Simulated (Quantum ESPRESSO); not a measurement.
Input and output of a self-consistent single point for Lu₂AlCo₃ (R3m, 6 atoms in the cell) (Quantum ESPRESSO).

Method of the run: LDA (PZ), PSlibrary ultrasoft (LDA) pseudopotentials (plane waves; Quantum ESPRESSO).

```
Lu2AlCo3
1.0
    2.59108     1.49596     3.78806
   -2.59108     1.49596     3.78806
    0.00000    -2.99193     3.78806
Lu Al Co
2 1 3
Direct
  0.37555   0.37555   0.37555
  0.62885   0.62885   0.62885
  0.00000   0.00000   0.00000
  0.50000   0.00000   0.00000
  0.00000   0.50000   0.00000
  0.00000   0.00000   0.50000
```

Reference input (self-consistent single point, DFT, LDA (PZ), plane waves, PSlibrary ultrasoft (LDA) pseudopotentials): ecutwfc = 55 Ry; ecutrho = 440 Ry; occupations = smearing; smearing = fd; degauss = 0.0073499 Ry; K_POINTS = automatic 4 4 4 0 0 0; conv_thr = 1e-09 Ry; mixing_beta = 0.4. This run's input differs from it in these lines:

```diff
@@ -17,3 +17,3 @@
    smearing = 'fd'
-   degauss = 0.0073499
+   degauss = 0.00147
 /
@@ -35,3 +35,3 @@
 K_POINTS {automatic}
-4 4 4  0 0 0
+5 5 5  0 0 0
 CELL_PARAMETERS {alat}
```

Output, abridged:

```
     Self-consistent Calculation

     iteration #  1     ecut=    55.00 Ry     beta= 0.40

     total energy              =    -481.82766208 Ry
     estimated scf accuracy    <       1.81877848 Ry

     iteration #  2     ecut=    55.00 Ry     beta= 0.40

     total energy              =    -480.99457348 Ry
     estimated scf accuracy    <      27.92479428 Ry

     iteration #  3     ecut=    55.00 Ry     beta= 0.40

     total energy              =    -482.72706495 Ry
     estimated scf accuracy    <       0.14592344 Ry

   [... 13 blocks of this kind left out ...]

     iteration # 17     ecut=    55.00 Ry     beta= 0.40

     total energy              =    -482.77484527 Ry
     estimated scf accuracy    <       0.00000016 Ry

     iteration # 18     ecut=    55.00 Ry     beta= 0.40
     End of self-consistent calculation

     the Fermi energy is    12.9513 ev

!    total energy              =    -482.77484528 Ry
     estimated scf accuracy    <          4.4E-10 Ry
     smearing contrib. (-TS)   =      -0.00067151 Ry
     internal energy E=F+TS    =    -482.77417377 Ry

     convergence has been achieved in  18 iterations

     Forces acting on atoms (cartesian axes, Ry/au):

     atom    1 type  1   force =     0.00000000    0.00000000   -0.01089714
     atom    2 type  1   force =     0.00000000   -0.00000000    0.00630073
     atom    3 type  2   force =     0.00000000    0.00000000   -0.00002379
     atom    4 type  3   force =    -0.00112659   -0.00065044    0.00154007
     atom    5 type  3   force =     0.00112659   -0.00065044    0.00154007
     atom    6 type  3   force =     0.00000000    0.00130087    0.00154007

     Total force =     0.013063     Total SCF correction =     0.000007

          total   stress  (Ry/bohr**3)                   (kbar)     P=      -66.82
  -0.00047058   0.00000000   0.00000000          -69.23        0.00        0.00
  -0.00000000  -0.00047058  -0.00000000           -0.00      -69.23       -0.00
   0.00000000  -0.00000000  -0.00042153            0.00       -0.00      -62.01

   JOB DONE.
```

The run converged in 18 iterations. Against the reference run the free energy rises by 15.3 meV/atom, the pressure goes from -6.41 to -6.68 GPa and the largest force goes from 0.292 to 0.280 eV/Å.

The starting cell comes from a database of computed structures (which also holds hypothetical and non-ambient phases and stackings), without a prior relaxation at this level. Its lattice was rescaled by up to half a per cent. One atom was moved a little off its site on purpose. Spin polarisation is off. With a pressure of about -7 GPa the cell is away from its equilibrium volume at this level.

Cost on one core of a shared machine: roughly 4 min.
